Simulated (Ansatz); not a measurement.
## Effect of pressure 7.5 GPa on Li2O2

Base system: Li₂O₂ (space group P6_3/mmc, No. 194; a = 3.123 Å, c = 7.565 Å; with O–O pairs, as in a peroxide).

Perturbation: a hydrostatic pressure of 7.5 GPa.

The values are results of Kohn–Sham DFT with the PBEsol functional, run in Ansatz (a program for electronic structure) with PAW and 420 eV plane waves, spin-orbit coupling left out, not measurements. k-mesh 12×12×5 (Γ-centred); smearing 0.05 eV (Fermi–Dirac).

The volume per atom drops by 0.63 Å³ (7.99 Å³ → 7.36 Å³) and the density increases by 0.204 g/cm³ to 2.59 g/cm³. The lattice parameter a decreases by 0.080 Å (3.123 Å → 3.043 Å) and the c/a ratio falls by 0.011 to 2.411. The shortest interatomic distance drops by 0.007 Å to 1.516 Å and the enthalpy H = E + PV relative to the base's energy is +0.36 eV/atom. The band gap rises by 0.11 eV (2.20 eV → 2.31 eV) (an upper bound: an edge found on the path is not a true extremum; the changed cell).

Final structure:

```
CELL_PARAMETERS angstrom
      3.04315     0.00000     0.00000
     -1.52158     2.63545     0.00000
      0.00000     0.00000     7.33790
ATOMIC_POSITIONS crystal
  Li 0.00000 0.00000 0.00000
  Li 0.00000 0.00000 0.50000
  Li 0.33333 0.66667 0.25000
  Li 0.66667 0.33333 0.75000
  O  0.33333 0.66667 0.64673
  O  0.66667 0.33333 0.35327
  O  0.66667 0.33333 0.14673
  O  0.33333 0.66667 0.85327
```

Cost of the whole job for the changed cell (relaxation, final SCF and bands): around 70 core-seconds (rough).

Load acts through the strain it causes; cell and atoms are relaxed under it. Whether these cells are dynamically stable was not tested. Competing high-pressure phases were not computed.
